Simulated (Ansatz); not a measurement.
Consider SnO2 in the rutile structure (space group P4_2/mnm, No. 136).

SnO₂ is taken in the tetragonal space group P4₂/mnm (No. 136), the rutile structure, Pearson symbol tP6. Cell: a = 4.8276 Å, b = 4.8276 Å, c = 3.2381 Å, α = 90.00°, β = 90.00°, γ = 90.00°. Sn on 2a sees 6 O at 2.089–2.093 Å (octahedral). O on 4f has 3 Sn at 2.089–2.093 Å (trigonal planar). (Neighbours: up to the widest gap in distance over summed covalent radii, below 1.35, at either atom; cation-cation and far metal-metal contacts left out.)

Level of theory: plane-wave PAW DFT at the PBE level (Ansatz, a program for electronic structure, 420 eV), no spin-orbit coupling.

Strains are applied to the cell and any free atomic positions relax.

One change was made to it. Results:

The mean gap deformation potential ΔEg/Δln V comes out as -10.5 eV; the energy grows by 9.4 meV/atom; the pressure (mean of the normal stresses, compression positive) goes from zero to 6.99 GPa; the width of the top valence band rises by 0.05 eV to 1.23 eV.

### Question
What was done to the base?
A. isotropic strain −2.40 %
B. isotropic strain −1.80 %
C. isotropic strain −3.00 %
D. isotropic strain −0.60 %
E. isotropic strain −1.20 %

### Answer
E, isotropic strain −1.20 %. For comparison, the energy relative to the base in the other runs: isotropic strain −3.00 % gives +63 meV/atom; isotropic strain −2.40 % gives +40 meV/atom; isotropic strain −0.60 % gives +2.3 meV/atom; isotropic strain −1.80 % gives +22 meV/atom.

Semilocal Kohn–Sham gaps tend to fall short of experiment. Stability against distortions was not tested.
